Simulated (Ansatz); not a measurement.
The starting structures come from a database of crystals and need not be the phases stable at ambient conditions.

Consider the following.

```
CELL_PARAMETERS angstrom
      4.63590     0.00000     0.00000
      0.00000    14.92693     0.00000
      2.31795     4.97564     1.33827
ATOMIC_POSITIONS crystal
  Mg 0.00000 0.00000 0.00000
  Mg 0.00000 0.50000 0.00000
  C  0.00000 0.75000 0.00000
  C  0.00000 0.25000 0.00000
  O  0.27801 0.75000 0.00000
  O  0.72199 0.25000 0.00000
  O  0.44398 0.47199 0.83404
  O  0.55602 0.52801 0.16596
  O  0.27801 0.02801 0.16596
  O  0.72199 0.97199 0.83404
```

Space group of this cell: R-3c. The cell is taken as given; by PBEsol its mean pressure is 0.5 GPa.

Transport runs along the normal of the first two printed cell vectors, the (100) plane of the conventional cell.

The gap is the functional's own, uncorrected, and κ follows it; spin-orbit coupling is left out. Mid-gap values are interpolated between the computed energies.

Task: Compute, with PBEsol run with Ansatz (a quantum-chemistry and plane-wave program), the band gap and the smallest decay constant κ at mid-gap.

Result: Gap 5.01 eV on a 22×22×22 mesh; κ = 0.465 1/Å, at the zone centre.
